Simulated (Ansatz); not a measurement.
Consider the following.

```
KF
1.0
    0.00769     2.65339     2.65339
    2.65339     0.00769     2.65339
    2.66108     2.66108     0.00000
K F
1 1
Direct
  0.00000   0.00000   0.00000
  0.50000   0.50000   0.50000
```

No spin polarisation.

Level of theory: PBEsol, PAW, 420 eV (Ansatz, a program for electronic structure; without spin-orbit coupling). Γ-centred 11×11×11 mesh, Fermi–Dirac width 0.05 eV.

### Question
What is the computed stress (xx, yy, zz, yz, xz, xy; compression positive)?

### Answer
(-0.01, -0.01, -0.01, 0.00, 0.00, -0.08) GPa.

### Question
What gap character does the calculation give?

### Answer
Direct at Γ.

The cells carry an imposed strain or load. Whether these cells are dynamically stable was not tested. The cell was made from KF in the rock salt structure (space group Fm-3m, No. 225) by this change: tensor shear ε_xy = +0.29 %.
